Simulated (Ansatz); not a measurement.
Take an 8-atom supercell of TiC in the rock salt structure (space group Fm-3m, No. 225) at its relaxed geometry as the base.

```
TiC
1.0
   -4.33266     0.00000     0.00000
    0.00000     0.00000     4.33266
    0.00000     4.33266     0.00000
C Ti
4 4
Direct
  0.00000   0.00000   0.00000
  0.50000   0.00000   0.50000
  0.50000   0.50000   0.00000
  0.00000   0.50000   0.50000
  0.50000   0.50000   0.50000
  0.00000   0.50000   0.00000
  0.00000   0.00000   0.50000
  0.50000   0.00000   0.00000
```

Calculations: PBE in Ansatz (plane waves to 420 eV, PAW, no SOC), earlier PAW set.

One neutral defect a cell, atoms relaxed at fixed cell.

One change was made to it. Results:

```csv
quantity,base,after
largest displacement of a host atom from its site in the perfect cell,–,0.00 Å
pressure,0.0 GPa,-5.4 GPa
```

Q: Name the change that was made.
(A) C interstitial (started 1.69 Å from the nearest host atom), symmetric start
(B) Ti vacancy
(C) H interstitial (started 1.69 Å from the nearest host atom)

A: B, Ti vacancy. For comparison, the pressure in the other runs: H interstitial (started 1.69 Å from the nearest host atom) gives 8.2 GPa; C interstitial (started 1.69 Å from the nearest host atom), symmetric start gives 22.8 GPa.

The cell is small, so the values are those of an ordered compound at a high defect concentration; dilute-limit values will differ. Defects with a symmetric start kept the site's symmetry and may sit on a saddle; the others started slightly shaken. All final runs are without spin polarisation.

Ansatz is a program for electronic structure.
